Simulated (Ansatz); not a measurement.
Computed paths: Ta-vacancy pair in bcc Mo, neutral cell

Defect: Ta-vacancy pair (Ta on one host Mo site, one Mo site vacant) in bcc Mo, neutral cell. Calculation: PBE, PAW (plane waves to 420 eV; Ansatz, a quantum-chemistry and plane-wave program).

Settings: 36 host sites, the relaxed PBE lattice, a 2×2×3 k-point mesh shifted by half a step, smearing 0.10 eV, spin-restricted, no image-charge correction. Static, classical nuclei. Spin-orbit coupling is left out. Forms of the defect that were not tried may lie lower.

Barriers: single points on a 3×3×5 k-point mesh shifted by half a step at the bands' geometries (they differ from the bands' own by up to 0.15 eV, and are uncertain by about as much).

```csv
Route,Start site over the lowest site run (eV),Hop (Å),Forward barrier (eV),Backward barrier (eV),Neighbours at the start,Neighbours at the saddle,Saddle order,"Forward, on the band's own sampling (eV)"
direct exchange of Ta with the vacancy (Ta-vacancy distance between ideal sites 2.74 Å throughout),0.00,2.57,1.10,1.10,"2 Mo at 2.74, Mo at 2.75, 3 Mo at 2.78, Mo at 2.83, 3 Mo at 3.12, 2 Mo at 3.20, Mo at 3.21 Å","4 Mo at 2.71, 2 Mo at 2.75, 2 Mo at 3.39, 4 Mo at 3.40 Å","not checked, on a symmetry element",1.24
a nearby Mo atom hops onto the vacant site (Ta-vacancy distance between ideal sites 2.74 → 4.47 Å),0.00,2.69,1.19,1.20,"Mo at 2.70, Mo at 2.71, Mo at 2.72, 2 Mo at 2.73, 2 Mo at 2.74, 2 Mo at 3.14, Mo at 3.15, Mo at 3.16, Mo at 3.17, Mo at 3.19 Å","3 Mo at 2.67, Mo at 2.72, Mo at 2.73, Mo at 2.75, Mo at 3.21, Mo at 3.23; Ta at 3.17 Å",not checked,1.26
```

Paths come from nudged elastic bands with a climbing image. Of the routes that converged and passed our checks, the lowest saddle point lies 1.10 eV above the lowest of the sites run (direct exchange of Ta with the vacancy (Ta-vacancy distance between ideal sites 2.74 Å throughout)); other sites, such as split forms, and other routes may lie lower. A band can be held on a symmetry element, so unchecked saddle points there may be too high.

The whole set of runs took about 4 core-hours (a rough figure).
